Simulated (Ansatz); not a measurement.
The starting structures come from a database of crystals and need not be the phases stable at ambient conditions.

Input:

```yaml
crystal:
  lattice:
    - [6.39233, 0.00000, 0.00000]
    - [2.54737, 5.91552, 0.00000]
    - [0.00000, 0.00000, 6.32716]
  atoms:
    - { symbol: Te, position: [0.84401, 0.36668, 0.37516] }
    - { symbol: Te, position: [0.15599, 0.63332, 0.62484] }
    - { symbol: Te, position: [0.15599, 0.13332, 0.87516] }
    - { symbol: Te, position: [0.84401, 0.86668, 0.12484] }
    - { symbol: As, position: [0.64611, 0.16972, 0.64358] }
    - { symbol: As, position: [0.35389, 0.83028, 0.35642] }
    - { symbol: As, position: [0.35389, 0.33028, 0.14358] }
    - { symbol: As, position: [0.64611, 0.66972, 0.85642] }
    - { symbol: Ru, position: [0.71505, 0.29483, 0.99105] }
    - { symbol: Ru, position: [0.28495, 0.70517, 0.00895] }
    - { symbol: Ru, position: [0.28495, 0.20517, 0.49105] }
    - { symbol: Ru, position: [0.71505, 0.79483, 0.50895] }
```

Space group of this cell: P2_1/c. The cell is taken as given.

Transport runs along the normal of the first two printed cell vectors.

The gap is the functional's own. No spin-orbit coupling. Mid-gap values are interpolated on the energy grid.

**Question.** Predict the band gap and the smallest decay constant κ at mid-gap from r2SCAN run with Ansatz (an electronic-structure program).

**Answer.** Gap 1.08 eV on a 6×6×6 mesh; κ = 0.159 1/Å, at (0.167, 0.500) of the in-plane reciprocal vectors. At the zone centre, at the nearest computed energy, the slowest state has κ = 0.22 1/Å.
